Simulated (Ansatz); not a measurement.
Band structure of Mg₆CuBi (Amm2, 8 atoms in the cell).

```yaml
crystal:
  lattice:
    - [4.98487, 0.00000, 0.00000]
    - [0.00000, 3.24580, 5.45747]
    - [0.00000, -3.24580, 5.45747]
  atoms:
    - { symbol: Mg, position: [0.50000, 0.83276, 0.33606] }
    - { symbol: Mg, position: [0.50000, 0.33606, 0.83276] }
    - { symbol: Mg, position: [0.00000, 0.68603, 0.14429] }
    - { symbol: Mg, position: [0.00000, 0.14429, 0.68603] }
    - { symbol: Mg, position: [0.00000, 0.67115, 0.67115] }
    - { symbol: Mg, position: [0.00000, 0.15954, 0.15954] }
    - { symbol: Cu, position: [0.50000, 0.83604, 0.83604] }
    - { symbol: Bi, position: [0.50000, 0.33412, 0.33412] }
```

Method: PBEsol, PAW files made with PBE (plane waves; Ansatz, a program for electronic structure).

Settings: kpoints.mp_grid.grid = 4 3 3; hamiltonian.xc = pbesol; hamiltonian.pseudopotentials = {kind: paw} (the program's default PAW files); scf.occupations.method = gaussian; scf.occupations.width = 0.136 eV; kpoints.band_path.npoints = 8.

The starting cell comes from a database of computed structures (which also holds hypothetical and non-ambient phases and stackings), without a prior relaxation at this level. Spin-orbit coupling is off. Spin polarisation is off.

Levels in eV from the Fermi level, bands 44 to 51:
```tsv
point	44	45	46	47	48	49	50	51
Γ	-2.16	-2.01	-1.77	-0.81	0.96	2.01	2.60	2.70
X	-1.51	-1.26	-0.13	0.09	0.25	0.41	0.70	2.67
S	-1.40	-0.60	-0.29	0.03	0.95	0.97	1.32	1.50
R	-2.21	-1.95	-1.89	0.87	1.30	1.85	1.95	2.18
A	-2.39	-0.65	-0.44	-0.37	-0.14	0.77	1.77	3.71
Z	-2.29	-1.26	-1.08	-0.86	-0.60	-0.49	-0.10	-0.04
Y	-1.26	-1.09	-0.11	-0.08	0.75	0.86	1.23	1.56
X1	-1.51	-1.26	-0.13	0.09	0.25	0.41	0.70	2.67
A1	-2.39	-0.65	-0.44	-0.37	-0.14	0.77	1.77	3.71
T	-2.38	-2.29	-1.63	0.40	1.13	1.83	2.13	2.38
```

Bands cross the Fermi level along this path, so the cell is metallic at this level.

Keys are those of Ansatz 0.2.
